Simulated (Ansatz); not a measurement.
Li2MnO3 (C2/m, No. 12), treated with PBEsol-D3(BJ) in Ansatz (PAW).

Run with plane-wave cutoff 520 eV, 8×8×8 k mesh, Fermi–Dirac smearing 0.01 eV, spin-polarised with parallel moments, scalar-relativistic PAW data made under PBE.

Shape and atoms are relaxed at each volume.

Pressure at four volumes; x = ln(V/7.897 Å³). One pressure is withheld.

```csv
V (Å³/atom),x,P (GPa)
7.581,-0.0408,5.92
7.897,0.0000,0.01
8.055,0.0198,-2.50
8.213,0.0392,?
```

**Question.** Pass a parabola P(x) through the three rows shown, estimate the bulk modulus and its pressure derivative near zero pressure, and predict the withheld pressure.

**Answer.** Slopes between the rows: (0.01 − (5.92))/(0.0000 − (-0.0408)) = -144.85 and (-2.50 − (0.01))/(0.0198 − (0.0000)) = -126.77 GPa. Their difference over the span 0.0606 is c = 18.08/0.0606 = 298.3 GPa, so P(x) = 5.92 + (-144.85)(x − (-0.0408)) + 298.3 (x − (-0.0408))(x − (0.0000)). At the middle row B = −dP/dx = −[-144.85 + 298.3 × 0.0408] = 132.7 GPa, and B′ = dB/dP = 2c/B = 4.5. At x = 0.0392 the parabola gives -4.73 GPa; the run gives -4.74 GPa. The Birch–Murnaghan fit to the energies at all volumes has B0 = 132 GPa and B′ = 4.5.

Note: the magnetic order was assumed, not searched for or taken from measurement; the relaxation could not lower the start's symmetry, so the cell can be a saddle point above a distorted one; without U or exact exchange, gaps and moments of open d shells tend to come out too small; the bulk modulus comes from volumes at which shape and atoms were relaxed.

Ansatz is a program for electronic structure.
